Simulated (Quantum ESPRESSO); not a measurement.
# Parameter sweep on GdRh (Pm-3m, 2 atoms in the cell)

```
GdRh
1.0
    3.46248     0.00000     0.00000
    0.00000     3.46248     0.00000
    0.00000     0.00000     3.46248
Gd Rh
1 1
Direct
  0.00000   0.00000   0.00000
  0.50000   0.50000   0.50000
```
Moments meant for the start (each program seeds them in its own way; μB, in the order of the atoms Gd Rh): 7.0 0.0.

Base run A: PBEsol, SSSP 1.1.2 efficiency (PBE) pseudopotentials in Quantum ESPRESSO 7.5, self-consistent single point.

Its settings: ecutwfc = 60 Ry; ecutrho = 480 Ry; occupations = smearing; smearing = marzari-vanderbilt; degauss = 0.0073499 Ry; nspin = 2; input_dft = pbesol; potentials = {Gd: Gd.GGA-PBE-paw-v1.0.UPF, Rh: Rh_ONCV_PBE-1.0.oncvpsp.upf}; K_POINTS = automatic 7 7 7 0 0 0; conv_thr = 1e-10 Ry; mixing_beta = 0.3.

The starting cell comes from a database of published, mostly measured structures (it also holds non-ambient and calculated ones), without a prior relaxation at this level. Its lattice was rescaled by a random factor within 2.5 % of one. With one magnetic atom in the cell only a parallel order is possible. With U or open f shells several self-consistent states can exist. The f electrons are in the valence without U or exact exchange, which can misplace them near the Fermi level. Spin-orbit terms, which matter for f shells, are left out. In the base run, with a pressure of about -5 GPa the cell is away from its equilibrium volume at this level.

Run A gave: pressure (GPa) -5.41; size of the net moment (μB/atom) 3.52.

Runs:
- B: input_dft: pbesol → wc [Wu-Cohen GGA]
- C: input_dft: pbesol → vdw-df [vdW-DF]
- D: input_dft: pbesol → vdw-df2 [vdW-DF2]
- E: input_dft: pbesol → vdw-df-cx [vdW-DF-cx]
- F: input_dft: pbesol → vdw-df-obk8 [optB88-vdW]
- G: input_dft: pbesol → vdw-df-ob86 [optB86b-vdW]
- H: input_dft: pbesol → vdw-df2-b86r [rev-vdW-DF2]

Problem. What does run C change against A?

Solution. The pressure goes from -5.41 to 4.27 GPa and the size of the net moment stays at 3.52 μB/atom.

Problem. What does run E change against A?

Solution. The pressure goes from -5.41 to -4.75 GPa and the size of the net moment stays at 3.52 μB/atom.

Problem. What does run G change against A?

Solution. The pressure goes from -5.41 to -3.11 GPa and the size of the net moment stays at 3.52 μB/atom.

```json
[
 {"run": "A", "pressure (GPa)": "-5.41", "size of the net moment (μB/atom)": "3.52"},
 {"run": "B", "pressure (GPa)": "-4.92", "size of the net moment (μB/atom)": "3.52"},
 {"run": "C", "pressure (GPa)": "4.27", "size of the net moment (μB/atom)": "3.52"},
 {"run": "D", "pressure (GPa)": "8.19", "size of the net moment (μB/atom)": "3.51"},
 {"run": "E", "pressure (GPa)": "-4.75", "size of the net moment (μB/atom)": "3.52"},
 {"run": "F", "pressure (GPa)": "-1.11", "size of the net moment (μB/atom)": "3.52"},
 {"run": "G", "pressure (GPa)": "-3.11", "size of the net moment (μB/atom)": "3.52"},
 {"run": "H", "pressure (GPa)": "-2.72", "size of the net moment (μB/atom)": "3.52"}
]
```

Left out of this page: 2 runs of the series held back from this collection.
